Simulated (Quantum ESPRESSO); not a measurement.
Quantum ESPRESSO run on SnO (Cmc2_1, 8 atoms in the cell): self-consistent single point.

Computed with PBEsol, GBRV 1.5 ultrasoft (PBESOL) pseudopotentials (plane waves; Quantum ESPRESSO).

The change in words: lattice scaled by 0.98. Reference geometry:
```
CELL_PARAMETERS angstrom
      2.25090     2.77840     0.00000
     -2.25090     2.77840     0.00000
      0.00000     0.00000    12.15414
ATOMIC_POSITIONS crystal
  Sn 0.02779 0.02779 0.00017
  Sn 0.97221 0.97221 0.50017
  Sn 0.37644 0.37644 0.22928
  Sn 0.62356 0.62356 0.72928
  O  0.40729 0.40729 0.05055
  O  0.59271 0.59271 0.55055
  O  0.99525 0.99525 0.17846
  O  0.00475 0.00475 0.67846
```

Reference input (self-consistent single point, DFT, PBEsol, plane waves, GBRV 1.5 ultrasoft (PBESOL) pseudopotentials): ecutwfc = 40 Ry; ecutrho = 200 Ry; occupations = fixed; potentials = {Sn: sn_pbesol_v1.4.uspp.F.UPF, O: o_pbesol_v1.2.uspp.F.UPF}; K_POINTS = automatic 4 4 2 0 0 0; nbnd = 48; conv_thr = 1e-10 Ry; mixing_beta = 0.7. This run's input differs from it in these lines:

```diff
@@ -11,5 +11,5 @@
   ibrav = 9
-  celldm(1) = 8.5071804062
-  celldm(2) = 1.234347726224
-  celldm(3) = 2.699836909898
+  celldm(1) = 8.3370370248
+  celldm(2) = 1.234347665449
+  celldm(3) = 2.699836800196
   nat = 8
```

Log, with long lists cut:

```
     Self-consistent Calculation

     iteration #  1     ecut=    40.00 Ry     beta= 0.70

---- Real-time Memory Report at c_bands before calling an iterative solver
           190 MiB given to the printing process from OS
            84 MiB allocation reported by mallinfo(arena+hblkhd)
------------------

     total energy              =    -763.64193840 Ry
     estimated scf accuracy    <       2.72898896 Ry

     iteration #  2     ecut=    40.00 Ry     beta= 0.70

---- Real-time Memory Report at c_bands before calling an iterative solver
           253 MiB given to the printing process from OS
   [... lines left out ...]

---- Real-time Memory Report at c_bands before calling an iterative solver
           264 MiB given to the printing process from OS
           111 MiB allocation reported by mallinfo(arena+hblkhd)
------------------

     total energy              =    -764.65621409 Ry
     estimated scf accuracy    <          2.6E-10 Ry

     iteration # 13     ecut=    40.00 Ry     beta= 0.70

---- Real-time Memory Report at c_bands before calling an iterative solver
           264 MiB given to the printing process from OS
           111 MiB allocation reported by mallinfo(arena+hblkhd)
------------------
     End of self-consistent calculation

     highest occupied, lowest unoccupied level (ev):     8.7796   10.3536

!    total energy              =    -764.65621409 Ry
     estimated scf accuracy    <          3.7E-12 Ry

     convergence has been achieved in  13 iterations

     Forces acting on atoms (cartesian axes, Ry/au):

     atom    1 type  1   force =    -0.00000000   -0.00738960   -0.02000922
     atom    2 type  1   force =     0.00000000    0.00738960   -0.02000922
     atom    3 type  1   force =     0.00000000    0.00730239    0.01963524
     atom    4 type  1   force =     0.00000000   -0.00730239    0.01963524
     atom    5 type  2   force =     0.00000000    0.00885544    0.00007853
     atom    6 type  2   force =     0.00000000   -0.00885544    0.00007853
   [... lines left out ...]

     Total force =     0.045378     Total SCF correction =     0.000004

          total   stress  (Ry/bohr**3)                   (kbar)     P=       16.91
   0.00008916   0.00000000   0.00000000           13.12        0.00        0.00
   0.00000000   0.00007401   0.00000000            0.00       10.89        0.00
   0.00000000   0.00000000   0.00018165            0.00        0.00       26.72

   JOB DONE.
```

The run converged in 13 iterations. Against the reference run the free energy drops by 6.8 meV/atom, the pressure goes from -3.52 to 1.69 GPa, the largest force goes from 0.348 to 0.548 eV/Å and the gap on the mesh goes from 1.656 to 1.574 eV.

The starting cell comes from a database of computed structures (which also holds hypothetical and non-ambient phases and stackings), without a prior relaxation at this level. Its lattice was rescaled by a random factor within 2.5 % of one. For this run, on top of that: lattice scaled by 0.98.

Cost on one core of a shared machine: roughly 2 min.
